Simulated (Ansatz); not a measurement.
Base system: ZnS (space group P4_2/mnm, No. 136; a = 6.518 Å, c = 3.808 Å; a hypothetical phase, not in the database extracts checked). Axes: x, y, z lie along a, b, c of the conventional cell.

All numbers come from PBEsol, PAW, 420 eV (Ansatz, an electronic-structure program; without spin-orbit coupling).

Base values:

The valence-band top at Γ is 0.00, 0.00, -0.01 eV and the band gap is 2.24 eV.

Modification: tensor shear ε_xz = +0.68 % (engineering shear γ = 0.0136); the atoms relax in the strained cell.

Question: How does this affect the valence-band top at Γ, band gap, stress and energy relative to the base?

Answer: The valence-band top at Γ (three highest levels, from the VBM) becomes 0.00, -0.02, -0.06 eV (base: 0.00, 0.00, -0.01 eV); the band gap drops by 0.02 eV to 2.22 eV; the stress (xx, yy, zz, yz, xz, xy; compression positive) comes out as (-0.01, -0.01, 0.00, 0.00, -0.36, 0.00) GPa; the energy goes up by 0.3 meV/atom.

Stability against distortions was not tested.
